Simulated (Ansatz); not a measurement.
System: spinel Na₂MoO₄. Method: r²SCAN+rVV10 (Ansatz, a first-principles code, PAW).

Run with plane-wave cutoff 500 eV, 8×8×8 k mesh, Fermi–Dirac smearing 0.05 eV, no spin polarisation, scalar-relativistic PAW data made under PBE.

Computed at the level's own relaxed cell.

### Question
Give the computed equilibrium volume per atom, lattice constant a and band gap.

### Answer

- equilibrium volume per atom = 13.09 Å³/atom
- lattice constant a = 9.016 Å
- band gap = 4.87 eV (on the SCF k mesh)

Spin–orbit coupling is not included.

Computed values are for the static lattice.

The result took very roughly 4 core-minutes.
